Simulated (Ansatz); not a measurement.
The parent structure is KCl in the rock salt structure (space group Fm-3m, No. 225).

```
CELL_PARAMETERS angstrom
      0.00000     3.12135     3.12135
      3.12135     0.00000     3.12135
      3.12135     3.12135     0.00000
ATOMIC_POSITIONS crystal
  K  0.00000 0.00000 0.00000
  Cl 0.50000 0.50000 0.50000
```

All numbers come from PBEsol (Ansatz, a quantum-chemistry and plane-wave program; PAW; 420 eV plane waves; without spin-orbit coupling).

For the base:

Valley order: Γ 5.10 eV; X along ⟨100⟩ 6.37 eV

The change: an isotropic linear strain of +1.50 %, atoms relaxed at fixed cell.

Task: Predict the new mean gap deformation potential ΔEg/Δln V.

Result: The mean gap deformation potential ΔEg/Δln V amounts to -3.2 eV.

Task: What happens to the valley order?

Result: The valley order (the lowest conduction-band minima on the path, energy above the VBM, named in the base's zone) goes from Γ 5.10 eV; X along ⟨100⟩ 6.37 eV to Γ 4.96 eV; X along ⟨100⟩ 6.42 eV.

Whether these cells are dynamically stable was not tested.
